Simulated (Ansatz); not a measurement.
Consider ZrC in the rock salt structure (space group Fm-3m, No. 225; a = 4.6691 Å; relaxed with 0.1 eV smearing). Axes: x, y, z lie along the cube axes.

All numbers come from Kohn–Sham DFT with the PBEsol functional, run in Ansatz (a quantum-chemistry and plane-wave program) with PAW and 420 eV plane waves, no spin-orbit coupling.

Base values:

The shortest interatomic distance comes out as 2.335 Å and the pressure is 0.0 GPa. The band gap comes out as zero.

The change: the symmetric strain tensor [0.0029 -0.0093 -0.0034; -0.0093 -0.0117 0.0121; -0.0034 0.0121 -0.0049], atoms relaxed at fixed cell.

Task: Predict the new shortest interatomic distance, energy relative to the base, pressure and band gap.

Result: The shortest interatomic distance drops by 0.0270 Å, from 2.335 Å to 2.307 Å; the energy goes up by 9.8 meV/atom; the pressure (mean of the normal stresses, compression positive) goes from zero to 3.5 GPa; the band gap stays zero.

Whether these cells are dynamically stable was not tested. All final runs are without spin polarisation.
